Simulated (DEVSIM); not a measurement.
System: W/SiO2/p-Si capacitor, at 300 K.

Layer 1 from the left is SiO2, thickness (nm) 6.00. Layer 2 from the left is Si, thickness (nm) 450, Na (cm⁻³) 1.6e18.

Metal gate on the left, work function 4.6 eV. Fixed charge at the semiconductor interface 0 cm⁻² (in units of +e); interface traps 1e11 cm⁻² eV⁻¹, uniform in energy, neutral level at 0.7 of the gap above the valence band.

This is a model device: material constants are rounded textbook-type values typed into the input, and sizes, dopings and lifetimes were drawn at random. Values at 300 K.

SiO2: gap (eV) 9, affinity (eV) 0.9, permittivity 3.9. Si: gap (eV) 1.124, affinity (eV) 4.05, permittivity 11.7, Nc (cm⁻³) 2.86e19, Nv (cm⁻³) 3.1e19.

DEVSIM, 1D Poisson equation in equilibrium, Boltzmann statistics, complete ionisation; no quantum confinement or tunnelling. Metal contacts follow the ideal Schottky-Mott rule: no Fermi-level pinning, no interface dipoles.

Task: What does the simulation give for the minimum of the low-frequency capacitance, the flat-band voltage?

Result: minimum of the low-frequency capacitance 0.247 μF/cm²; flat-band voltage -0.52 V.
